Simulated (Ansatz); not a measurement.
**CdIn2Se4 under a change: pressure 15 GPa**

The reference is CdIn₂Se₄ (space group P-42m, No. 111; a = 5.780 Å, c = 5.915 Å; a cell from a computed database, its experimental status unchecked).

Modification: a hydrostatic pressure of 15 GPa.

Calculations: PBEsol, PAW, 420 eV (Ansatz, a program for electronic structure; without spin-orbit coupling). k-mesh 6×6×6 (Γ-centred); smearing 0.05 eV (Fermi–Dirac).

The volume per atom drops by 6.05 Å³, from 28.23 Å³ to 22.18 Å³ and the lattice parameter a falls by 0.358 Å (5.780 Å → 5.422 Å). The c/a ratio shrinks by 0.049 (1.023 → 0.974) and the shortest interatomic distance shrinks by 0.1014 Å (2.607 Å → 2.505 Å). The band gap goes up by 0.10 eV, from 0.88 eV to 0.98 eV and the gap character goes from indirect, k = (0.167, 0.167, 0) in the run's primitive reciprocal basis → Γ to indirect, R → Γ. The smallest direct gap grows by 0.23 eV, from 0.89 eV to 1.12 eV and the electron mass goes from 0.10 mₑ along c, 0.12 mₑ across (at Γ) to 0.12 mₑ along c, 0.16 mₑ across (at Γ). The valley order (the lowest conduction-band minima on the path, energy above the VBM, named in the base's zone) changes from Γ 0.88 eV; A (1/2, 1/2, 1/2) 1.66 eV to Γ 0.98 eV; A (1/2, 1/2, 1/2) 1.69 eV.

Final structure:

```
CELL_PARAMETERS angstrom
      5.42209     0.00000     0.00000
      0.00000     5.42209     0.00000
      0.00000     0.00000     5.28023
ATOMIC_POSITIONS crystal
  Cd 0.00000 0.00000 0.00000
  In 0.50000 0.00000 0.50000
  In 0.00000 0.50000 0.50000
  Se 0.70405 0.29595 0.79814
  Se 0.29595 0.29595 0.20186
  Se 0.29595 0.70405 0.79814
  Se 0.70405 0.70405 0.20186
```

Load acts through the strain it causes; cell and atoms are relaxed under it. Effective masses come from finite differences of ±0.01 Å⁻¹. Whether these cells are dynamically stable was not tested. Competing high-pressure phases were not computed.
